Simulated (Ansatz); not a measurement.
Input:

```
CuI
1.0
    0.00000     3.01140     3.07163
    3.01140     0.00000     3.07163
    3.01140     3.01140     0.00000
Cu I
1 1
Cartesian
  0.00000   0.00000   0.00000
  1.50570   1.50570   1.53582
```

No spin polarisation.

Calculations: Ansatz (a quantum-chemistry and plane-wave program), r2SCAN, PAW, cutoff 500 eV, spin-orbit coupling left out. k-mesh 10×10×10 (Γ-centred); smearing 0.05 eV (Fermi–Dirac).

Problem. Predict the valence-band top at Γ, electron mass, band gap and space group.

Solution. The valence-band top at Γ (three highest levels, from the VBM) is 0.00, 0.00, -0.03 eV and the electron mass is 0.18 mₑ (at Γ). The band gap comes out as 1.60 eV and the space group is I-4m2 (No. 119).

Spin-orbit coupling, missing from the scalar runs, can matter with I. The cells carry an imposed strain or load. Masses are band curvatures over ±0.01 Å⁻¹ around the edge. Whether these cells are dynamically stable was not tested. The final runs are not spin-polarised. The cell was made from CuI in the zinc blende structure (space group F-43m, No. 216) by this change: uniaxial strain ε_zz = +2.00 %.
